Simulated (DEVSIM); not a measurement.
**abrupt Ge p-n junction**

System: abrupt Ge p-n junction, at 300 K.

```csv
layer (left to right),material,thickness (μm),Nd (cm⁻³),Na (cm⁻³),τn (s),τp (s)
1,Ge,0.100,-,2.3e15,0.00025,0.00025
2,Ge,97.0,6.2e14,-,0.00025,0.00025
```

Left contact: ohmic. Right contact: ohmic. Voltage is applied to the left contact. Recombination: SRH at mid-gap, Auger. Mobility is constant in doping.

Constants are typed, rounded textbook-type inputs, not results; the design itself was drawn at random and stands for no fabricated device. Values at 300 K.

```tsv
parameter	Ge
gap (eV)	0.664
affinity (eV)	4
permittivity	16
Nc (cm⁻³)	1.04e19
Nv (cm⁻³)	6e18
μn (cm²/Vs)	3900
μp (cm²/Vs)	1900
Cn (cm⁶/s)	1e-31
Cp (cm⁶/s)	1e-31
```

Simulated with DEVSIM: 1D drift-diffusion, Boltzmann statistics, complete ionisation; no tunnelling, impact ionisation, image-force lowering or self-heating.

```json
{
 "potential_step_across_the_device_at_zero_bias": "0.209 V",
 "largest_field_in_the_device_at_zero_bias": "4800 V/cm",
 "Dark forward voltage at 1 A/cm²": "0.058 V"
}
```

Dark forward current:

| V (V) | J (A/cm²) |
|---|---|
| 0.05 | 0.86 |
| 0.15 | 3.6 |
| 0.20 | 5.3 |
| 0.30 | 9.0 |
| 0.40 | 13 |
| 0.45 | 15 |
| 0.55 | 19 |
| 0.65 | 24 |
| 0.75 | 29 |
| 0.80 | 31 |
| 0.90 | 37 |
| 1.00 | 42 |
| 1.05 | 45 |
| 1.15 | 51 |
